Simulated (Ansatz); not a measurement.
Take Sr$_{2}$Si (space group P6_3/mmc, No. 194; a = 5.346 Å, c = 7.363 Å; a cell from a computed database, its experimental status unchecked) as the base. Axes: x lies along a and z along c of the hexagonal cell.

Calculations: PBEsol (Ansatz, a quantum-chemistry and plane-wave program), scalar-relativistic without spin-orbit coupling.

Base values:

| Quantity | Value |
|---|---|
| Shortest interatomic distance | 3.086 Å |
| Pressure | 0.0 GPa |
| Band gap | zero |

Modification: the cell is stretched by 2.85 % along y with no lateral relaxation; the atoms relax in the strained cell.

### Question
Estimate the effect on the energy relative to the base, shortest interatomic distance, largest internal atomic displacement, pressure and band gap.

### Answer
The energy goes up by 4.6 meV/atom; the shortest interatomic distance increases by 0.036 Å (3.086 Å → 3.122 Å); the largest internal atomic displacement amounts to 0.055 Å; the pressure (mean of the normal stresses, compression positive) goes from zero to -1.0 GPa; the band gap remains zero.

Without a gap, meshes like the base's 10×10×7 leave anisotropic stresses uncertain by several tenths of a GPa, and small strain energies with them. Whether these cells are dynamically stable was not tested. All final runs are without spin polarisation.
